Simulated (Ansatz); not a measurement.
Take SiO2 in the rutile structure (space group P4_2/mnm, No. 136; a = 4.155 Å, c = 2.661 Å) as the base. Axes: x, y, z lie along a, b, c of the conventional cell.

The change: biaxial strain +0.60 %, plane normal [001], relaxed out of plane (Cartesian); in-plane vectors clamped, the third vector and the atoms free.

Calculations: LDA (Ansatz, a first-principles code; PAW; 420 eV plane waves; no SOC).

Base, band edges from the VBM (valence, conduction): A -1.60, 7.19; M -2.35, 7.41; R -1.83, 8.73; X -1.09, 7.75; Z -2.76, 9.08; Γ 0.00, 5.81 eV.

Give the band edges at the high-symmetry points of the new zone, measured from its valence-band maximum.


```csv
point,valence edge (eV),conduction edge (eV)
Γ,0.00,5.70
X,-1.10,7.72
M,-2.34,7.37
Z,-2.74,8.96
R,-1.80,8.64
A,-1.58,7.10
```

The gap is 5.70 eV, direct at Γ.

Stability against distortions was not tested.
